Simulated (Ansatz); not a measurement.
# Effect of uniaxial strain ε_zz = −3.00 % on TiC

Start from TiC in the rock salt structure (space group Fm-3m, No. 225; a = 4.2609 Å; relaxed with 0.1 eV smearing). Axes: x, y, z lie along the cube axes.

It is then changed as follows: uniaxial strain ε_zz = −3.00 %, all other strain components held at zero, atoms relaxed at fixed cell.

All numbers come from LDA (Ansatz, a first-principles code; PAW; 420 eV plane waves; no spin-orbit coupling). Γ-centred 23×23×23 mesh, Fermi–Dirac width 0.1 eV.

| quantity | base | changed | shift |
|---|---|---|---|
| volume per atom | 9.67 Å³ | 9.38 Å³ | -0.29 Å³ |
| energy relative to the base (free energy F) | 0 meV/atom | +18 meV/atom | +18 meV/atom |
| pressure (mean of the normal stresses, compression positive) | 0.0 GPa | 9.6 GPa | +9.6 GPa |
| band gap | zero | zero | – |
| stress (xx, yy, zz, yz, xz, xy; compression positive) | – | (4.1, 4.1, 20.8, 0.0, 0.0, 0.0) GPa | – |

Final structure:

```
TiC
1.0
    0.00000     2.13046     2.06655
    2.13046     0.00000     2.06655
    2.13046     2.13046     0.00000
Ti C
1 1
Direct
  0.00000   0.00000   0.00000
  0.50000   0.50000   0.50000
```

No phonon test of stability was made. All final runs are without spin polarisation.
